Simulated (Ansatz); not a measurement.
A structure of (Ta,Al)(N,C) alloy cell Al3Ta5C5N3 (rock salt start) off equilibrium:

```
CELL_PARAMETERS angstrom
     -0.00209     4.40174     4.40197
      4.39988     0.00000     4.39988
      4.40323     4.40300    -0.00335
ATOMIC_POSITIONS crystal
  Ta 0.97683 0.00693 0.00930
  Al 0.01366 0.98691 0.49962
  Ta 0.99580 0.49907 0.00606
  Al 0.01366 0.49981 0.49962
  Ta 0.50556 0.00027 0.99895
  Al 0.48627 0.99957 0.51459
  Ta 0.50556 0.49522 0.99895
  Ta 0.52510 0.49137 0.49216
  C  0.24748 0.24937 0.25378
  N  0.25005 0.24933 0.73132
  N  0.23136 0.74889 0.27087
  N  0.25005 0.76931 0.73132
  C  0.75056 0.25201 0.24802
  C  0.74711 0.24988 0.75313
  C  0.75056 0.74940 0.24802
  C  0.75040 0.75266 0.74428
```

These are PBE (plane waves to 420 eV, PAW; Ansatz, a first-principles code) values and carry that method's errors. Scalar-relativistic, without spin–orbit coupling; the runs are not spin-polarised. Its k-point mesh 6×6×6, Fermi–Dirac width 0.05 eV.

Task: What forces act on the atoms (eV/Å, in the order given), and what is the pressure?

Result: 
```tsv
atom	Fx	Fy	Fz
Ta1	-0.032	-0.400	0.032
Al2	0.502	-0.469	-0.012
Ta3	-0.363	-0.234	0.363
Al4	0.012	-0.469	-0.502
Ta5	0.040	-0.243	-0.280
Al6	-0.512	-0.213	0.512
Ta7	0.280	-0.243	-0.040
Ta8	0.103	-0.352	-0.103
C9	0.303	0.572	-0.303
N10	0.208	0.108	0.010
N11	-0.218	0.266	0.218
N12	-0.010	0.108	-0.208
C13	0.015	0.757	-0.949
C14	-0.949	0.203	0.949
C15	0.949	0.757	-0.015
C16	-0.328	-0.149	0.328
```

Pressure: -3.19 GPa.
